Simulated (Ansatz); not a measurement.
Ansatz (a first-principles code) run on ZrNi (Cmcm, 4 atoms in the cell): self-consistent single point

Method: LDA (PW92), default PAW files made with PBE (plane waves; Ansatz).

The input file:

Ansatz 0.2 input:
```yaml
# ZrNi
crystal:
  lattice:
    - [1.639411, -5.046226, 0.000000]
    - [1.639411, 5.046226, 0.000000]
    - [0.000000, 0.000000, 4.057416]
  atoms:
    - { symbol: Zr, position: [0.637830, 0.362170, 0.250000] }
    - { symbol: Zr, position: [0.362170, 0.637830, 0.750000] }
    - { symbol: Ni, position: [0.916830, 0.083170, 0.250000] }
    - { symbol: Ni, position: [0.083170, 0.916830, 0.750000] }
basis:
  ecutwfc: 420.0
kpoints:
  mp_grid: { grid: [9, 9, 7] }
hamiltonian:
  xc: lda
  pseudopotentials: { kind: paw }
scf:
  occupations: { method: fermi_dirac, width: 0.1 }
output:
  forces: true
  eigenvalues: true
  stress: true
```

Output (repeated stretches shortened):

```
WARN ansatz: RAYON_NUM_THREADS=1 ignored (pool sized by the plan → 1); use --threads N
Pseudopotentials: kind: paw
Pseudopotential: Zr, paw, valence charge 12
Pseudopotential: Ni, paw, valence charge 18
Crystal: 4 atoms, lattice volume = 67.133 Å³
Basis set: ecut = 420 eV, 1301 PW (Γ)
Bands: 36, of which v1, the nominal top of the filled ones, is band 30 counted from 1 (29 counted from 0)
Symmetry: 8 space group operations
Space group: Cmcm (ITA 63), of the structure as read, at distance tolerance 4.1e-5 Å
k-points: 100 of 567
PAW frozen core: Zr, regenerated for the run's functional, and the local potential with it
PAW frozen core: Ni, regenerated for the run's functional, and the local potential with it
Initial density: superposition of atomic densities (neutral atoms: chi_scale 0, normalization atom), corrected by the library's trained network
Initial wavefunctions: pseudopotential atomic-orbital guess
Eigensolver: davidson
Functional: x = slater, c = lda
SCF iter   1: F=—  HF=-19703.581727 eV  |F-HF|=—  |Δ(HF+E_count)|=         —  Δρ=1.76e-2  dr2=9.90e-2  ethr=1.77e-3  ⟨swp⟩=4.8  Hψ=11428  notcnv=0
all-band conjugate gradients solve this SCF's bands
preconditioner: auto → Kerker (q_TF=auto, 2.678 Å⁻¹)
SCF iter   2: F=—  HF=-19703.568115 eV  |F-HF|=—  |Δ(HF+E_count)|=   1.36e-2  Δρ=4.80e-3  dr2=8.83e-3  ethr=1.65e-4  ⟨swp⟩=2.8  Hψ=6835  notcnv=0
SCF iter   3: F=—  HF=-19703.566337 eV  |F-HF|=—  |Δ(HF+E_count)|=   1.78e-3  Δρ=1.65e-3  dr2=1.94e-3  ethr=1.47e-5  ⟨swp⟩=1.2  Hψ=4089  notcnv=0
SCF iter   4: F=—  HF=-19703.565846 eV  |F-HF|=—  |Δ(HF+E_count)|=   4.91e-4  Δρ=3.97e-4  dr2=1.39e-4  ethr=3.23e-6  ⟨swp⟩=2.4  Hψ=5248  notcnv=0
SCF iter   5: F=—  HF=-19703.565822 eV  |F-HF|=—  |Δ(HF+E_count)|=   2.38e-5  Δρ=4.86e-5  dr2=1.38e-6  ethr=2.32e-7  ⟨swp⟩=1.7  Hψ=4069  notcnv=0
SCF iter   6: F=—  HF=-19703.565824 eV  |F-HF|=—  |Δ(HF+E_count)|=   2.04e-6  Δρ=3.94e-5  dr2=9.03e-7  ethr=1.67e-10  ⟨swp⟩=6.1  Hψ=16315  notcnv=0
SCF iter   7: F=-19703.565824 eV  HF=-19703.565824 eV  |F-HF|=3.70e-8  |Δ(HF+E_count)|=   4.42e-8  Δρ=7.99e-6  dr2=2.87e-8  ethr=1.67e-10  ⟨swp⟩=3.0  Hψ=13619  notcnv=0
SCF 1 converged in 7 iterations: F = -19703.565824 eV  dr2 = 2.87e-8
SCF converged after 7 iterations
Free energy (F): -19703.565824 eV
Harris-Foulkes:  -19703.565824 eV  (|F-HF|=3.70e-8)
Internal energy: -19703.466219 eV  (E = F + TS)
E sigma→0 (E₀):  -19703.516022 eV
Entropy (-TS):   -0.099605 eV (-24.901 meV/atom)
Fermi energy:    15.317964 eV
--- Per-component energies (eV) ---
  E_band       = -836.044407
  E_kinetic    = 1235.107517
  E_local      = -9898.362056  (includes V_loc(G=0)·N_el)
  E_nonlocal   = 1439.766328
  E_hartree    = 4101.785525
  E_xc         = -491.170271
  E_vxc        = -601.564270  (∫ρ·V_xc dr)
  E_paw        = -8822.047086  (= ΣΔE_a)
  E_vpaw       = -1214.572173  (= ΣTr[D̂ρ^β])
  E_aug_tail   = 0.000945  (compensation charges beyond the density's cutoff)
  E_ewald      = -7270.156165
  E_core_change = 1.609043  (= ΣΔE_core)
  E_smearing   = -0.099605  (= −TS)
  E_closure    = -0.000000  (closes the sum)
  Σ components = -19703.565824   (vs F -19703.565824, Δ=0.00e0)
--- Forces (eV/Å), atoms counted from 1 ---
  atom   1  Zr     0.00000000     0.07664825     0.00000000
  atom   2  Zr     0.00000000    -0.07664825     0.00000000
  atom   3  Ni     0.00000000    -0.12637836     0.00000000
  atom   4  Ni     0.00000000     0.12637836     0.00000000
  max |Σ_I F_I| component: 0.00e0 eV/Å
--- Stress (GPa, compression-positive) ---
       -8.211444       0.000000       0.000000
        0.000000     -10.214891       0.000000
        0.000000       0.000000      -9.878833
  P = ⅓ Tr σ = -9.4351 GPa (-94.351 kbar)
  The stress holds the Pulay correction. Without it, at fixed plane waves, as pw.x and ABINIT print it: P = -9.4989 GPa
--- Band table (eV; the first three rows and the last of 100) ---
  k-point 0: bands = ["-87.3060", "-87.3006", "-48.1898", "-48.1543", "-48.1098", "-48.1040", "-48.1012", "-48.0786", "-33.3913", "-33.3328", "-11.6162", "-11.5629", "-11.3433", "-11.2851", "-11.2498", "-11.2316", "8.2985", "11.1950", "11.6103", [...]
  k-point 1: bands = ["-87.3057", "-87.3009", "-48.1886", "-48.1571", "-48.1095", "-48.1042", "-48.0991", "-48.0792", "-33.3878", "-33.3350", "-11.5981", "-11.5655", "-11.3666", "-11.2829", "-11.2665", "-11.2347", "8.5438", "11.2470", "11.5712", [...]
  k-point 2: bands = ["-87.3050", "-87.3016", "-48.1851", "-48.1639", "-48.1087", "-48.1050", "-48.0942", "-48.0811", "-33.3781", "-33.3416", "-11.5655", "-11.5495", "-11.4227", "-11.3137", "-11.2764", "-11.2430", "9.2338", "11.3094", "11.6477", [...]
  k-point 99: bands = ["-87.3039", "-87.3027", "-48.1795", "-48.1721", "-48.1075", "-48.1062", "-48.0888", "-48.0843", "-33.3603", "-33.3561", "-11.6681", "-11.6541", "-11.2950", "-11.2828", "-11.2708", "-11.2493", "10.9288", "11.5493", "11.8253", [...]
```

The run converged in 7 iterations.

The starting cell comes from a database of computed structures (which also holds hypothetical and non-ambient phases and stackings), without a prior relaxation at this level. Its lattice was rescaled by up to half a per cent. Spin polarisation is off. With a pressure of about -9 GPa the cell is away from its equilibrium volume at this level. Ansatz's pressure includes its estimate of the finite-basis (Pulay) stress.
